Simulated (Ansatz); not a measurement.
The starting structures come from a database of crystals and need not be the phases stable at ambient conditions.

By PBEsol, the system below comes out a metal.

Without scattering a metal conducts by its projected Fermi surface.

Input:

```xyz
1
Lattice="3.9120 0.0000 0.0000 0.0000 3.9120 0.0000 1.9560 -1.9560 1.9560" Properties=species:S:1:pos:R:3 pbc="T T T"
Tl     0.0000     0.0000     0.0000
```

The cell is taken as given; by PBEsol it stands under a pressure of -1.5 GPa.

The current flows along the normal of the first two printed cell vectors, the (001) plane of the conventional cell. No spin-orbit coupling; the value is a mean over 0.1 eV about the Fermi level.

Task: Give the ballistic conductance per area that PBEsol (Ansatz, a quantum-chemistry and plane-wave program) yields.

Result: 0.75 × 10¹⁵ S/m² for both spins.
